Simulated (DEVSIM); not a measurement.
Structure: abrupt Ge p-n junction, at 300 K.

| layer (left to right) | material | thickness (μm) | Nd (cm⁻³) | Na (cm⁻³) | τn (s) | τp (s) |
|---|---|---|---|---|---|---|
| 1 | Ge | 1.60 | - | 6.3e17 | 0.00047 | 0.00047 |
| 2 | Ge | 63.0 | 1.2e16 | - | 0.00047 | 0.00047 |

Left contact: ohmic. Right contact: ohmic. Voltage is applied to the left contact. Recombination: SRH at mid-gap, radiative. Mobility is μmin + (μ − μmin)/(1 + (N/Nref)^α).

This is a model device: material constants are rounded textbook-type values typed into the input, and sizes, dopings and lifetimes were drawn at random. Values at 300 K. The table also holds parameters that only a changed run uses.

```tsv
parameter	Ge
gap (eV)	0.664
affinity (eV)	4
permittivity	16
Nc (cm⁻³)	1.04e19
Nv (cm⁻³)	6e18
μn (cm²/Vs)	3900
μp (cm²/Vs)	1900
μn,min	150
μp,min	100
Nref,n	2.6e17
Nref,p	4e17
αn	0.56
αp	0.6
B (cm³/s)	6.4e-14
Cn (cm⁶/s)	1e-31
Cp (cm⁶/s)	1e-31
```

Simulated with DEVSIM: 1D drift-diffusion, Boltzmann statistics, complete ionisation; no tunnelling, impact ionisation, image-force lowering or self-heating.

Base results: largest field in the device at zero bias (V/cm) 45000; dark forward voltage at 100 A/cm² (V) 0.399; dark forward voltage at 1 A/cm² (V) 0.248; potential step across the device at zero bias (V) 0.431.

What follows from this one change: doping Na of layer 1 6.3e+17 → 1.9e+16 cm^-3?

largest field in the device at zero bias 45000 → 22000 V/cm; dark forward voltage at 100 A/cm² 0.399 → 0.366 V; dark forward voltage at 1 A/cm² 0.248 → 0.162 V; potential step across the device at zero bias 0.431 → 0.340 V.

What follows from this one change: doping Nd of layer 2 1.2e+16 → 3.6e+17 cm^-3?

largest field in the device at zero bias 45000 → 160000 V/cm; dark forward voltage at 100 A/cm² little changed (0.395 V); dark forward voltage at 1 A/cm² 0.248 → 0.270 V; potential step across the device at zero bias 0.431 → 0.519 V.

What follows from this one change: thickness of layer 1 1.6 → 8 μm?

largest field in the device at zero bias little changed (45000 V/cm); dark forward voltage at 100 A/cm² 0.399 → 0.408 V; dark forward voltage at 1 A/cm² 0.248 → 0.259 V; potential step across the device at zero bias little changed (0.431 V).

What follows from this one change: constant mobility in place of the doping-dependent one?

largest field in the device at zero bias little changed (45000 V/cm); dark forward voltage at 100 A/cm² 0.399 → 0.388 V; dark forward voltage at 1 A/cm² 0.248 → 0.235 V; potential step across the device at zero bias little changed (0.431 V).
